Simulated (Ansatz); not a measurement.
## Effect of isotropic strain −0.62 % on MoTe2

Base system: MoTe2 in the 2H-MoS2 type structure (space group P6_3/mmc, No. 194; a = 3.542 Å, c = 14.182 Å; layered, stacked along the Cartesian z axis).

One thing is altered: the cell is scaled by 0.9938 in all directions, atoms relaxed at fixed cell.

The values are results of r2SCAN+rVV10 (Ansatz, a first-principles code; PAW; 500 eV plane waves; no SOC), not measurements. Settings: 11×11×3 k-points, 0.05 eV Fermi–Dirac smearing.

The space group stays P6_3/mmc (No. 194) and the shortest interatomic distance drops by 0.0053 Å (2.721 Å → 2.715 Å). The energy grows by 1.3 meV/atom and the band gap decreases by 0.02 eV, from 0.87 eV to 0.85 eV. The gap character is still indirect, Γ → K–Γ (40 % along) and the smallest direct gap increases by 0.044 eV to 1.13 eV. The mean gap deformation potential ΔEg/Δln V comes out as +0.9 eV and the width of the top valence band drops by 0.07 eV (1.07 eV → 1.00 eV). The hole mass becomes 1.9 mₑ along c, 1.2 mₑ across (at Γ) (base: 1.8 mₑ along c, 1.2 mₑ across (at Γ)) and the valence-band top at Γ (three highest levels, from the VBM) changes from 0.00, -0.50, -0.98 eV to 0.00, -0.48, -1.04 eV. The largest internal atomic displacement comes out as 0.018 Å.

Cost of the whole job for the changed cell (relaxation, final SCF and bands): about 4 core-minutes (a rough figure).

Spin-orbit coupling, missing from the scalar runs, can matter with Te. Masses are band curvatures over ±0.01 Å⁻¹ around the edge. No phonon test of stability was made.
